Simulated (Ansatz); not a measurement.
Consider the following.

```
CELL_PARAMETERS angstrom
      4.10413     0.00000     0.00000
     -2.05206     3.55428     0.00000
      0.00000     0.00000     6.80961
ATOMIC_POSITIONS crystal
  Cd 0.66667 0.33333 0.50242
  Cd 0.33333 0.66667 0.00242
  S  0.66667 0.33333 0.87458
  S  0.33333 0.66667 0.37458
```

Calculation: PBEsol with spin-orbit coupling, rigid bands (plane waves, PAW; Ansatz, a program for electronic structure). Condition of this run: uniaxial stress zz = -1 GPa (compression positive) (the target of the relaxation). Cell: cell and atoms relaxed with PBEsol, then loaded as said.

Predict the electron conductivity mass (n e² τ/σ) at 300 K, by direction if it differs.

0.136 (x), 0.136 (y), 0.123 (z) mₑ.

Predict the hole conductivity mass (n e² τ/σ) at 300 K, by direction if it differs.

1.07 (x), 1.07 (y), 1.64 (z) mₑ.

And the band gap?

1.03 eV at this level; semilocal functionals usually fall short of the measured gap.

Rigid bands, one relaxation time for all states, no polarons.
